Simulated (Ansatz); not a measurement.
Structures of equal composition on the (100) surface of rock-salt TiC: a layer of Ti, one atom over each C; a layer of Ti, one atom over each Ti. The slabs share one bottom face, and each structure is named by its start. These are constructed structures in small cells; real faces may alloy, dewet or reconstruct in larger ones, and not all known structures of the face are among them. Slabs of about 13 Å, Fermi-Dirac smearing of 0.1 eV. Bottom of the slabs: a bare face, its two planes held. Relaxed from the named starts with such symmetry as they have, on meshes of like density; energies extrapolated to zero smearing; spin only where a row says so; no spin-orbit coupling, no U. Brackets mark spin-polarised runs, whose order is one that fits the cell.

Method: PBE (plane waves to 420 eV, PAW; Ansatz, a first-principles code).

**Question.** Order them by energy per 1x1 cell (lowest first) at the level PBE.

**Answer.** a layer of Ti, one atom over each C (0.000 eV), a layer of Ti, one atom over each Ti (2.023 eV)
